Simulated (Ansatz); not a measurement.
CdS, response to strain

Take CdS in the zinc blende structure (space group F-43m, No. 216; a = 5.757 Å) as the base.

Strains are applied to the cell and any free atomic positions relax.

Calculations: DFT with LDA, PAW potentials and a 420 eV plane-wave cutoff in Ansatz (a quantum-chemistry and plane-wave program), no spin-orbit coupling.

| isotropic strain (%) | band gap (eV) |
|---|---|
| -3 | 1.13 |
| -2.5 | 1.10 |
| -2 | 1.07 |
| -1.5 | 1.04 |
| -0.5 | 0.98 |
| 0 | 0.95 |
| 1 | 0.88 |
| 1.5 | ? |
| 2 | 0.82 |

Fit E_g = E₀ + Dε (ε in %) to the rows shown and predict the withheld row.

Least squares on the printed values gives E₀ = 0.95 eV, D = -62.2 meV per % of strain (largest residual 0.00 eV); this predicts 0.85 eV, and the run gives 0.85 eV, in agreement.

Stability against distortions was not tested.
